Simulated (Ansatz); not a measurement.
ScAlN2 (model structure, P3m1, No. 156, 4 atoms in the cell) was calculated with LDA (PAW; Ansatz, an electronic-structure program).

Run with plane-wave cutoff 520 eV, 12×12×8 k mesh (along the axes of the cell as run), Fermi–Dirac smearing 0.01 eV, scalar-relativistic PAW data made under PBE.

Cell (relaxed at this level):

```xyz
4
Lattice="3.3049 0.0000 0.0000 -1.6525 2.8622 0.0000 0.0000 0.0000 5.0350" Properties=species:S:1:pos:R:3 pbc="T T T"
Sc     0.0000     1.9081    -0.0620
N      0.0000     1.9081     2.0658
Al     1.6525     0.9541     2.5209
N      1.6525     0.9541     4.3873
```

Q: Give the computed band gap, smallest direct gap on the k points sampled and direct gap at Γ.

A: 
band gap: 3.24 eV (indirect)
smallest direct gap on the k points sampled: 3.26 eV
direct gap at Γ: 3.65 eV

Note: the relaxation could raise the start's symmetry but not lower it, so the cell can be a saddle point.

The computed numbers hold no vibrational or temperature effects.

The result took around 16 core-seconds (rough).

A model structure was made by putting elements into a prototype or built by hand; it is no filed structure, need not be a known phase, and can be a saddle point held by its symmetry.
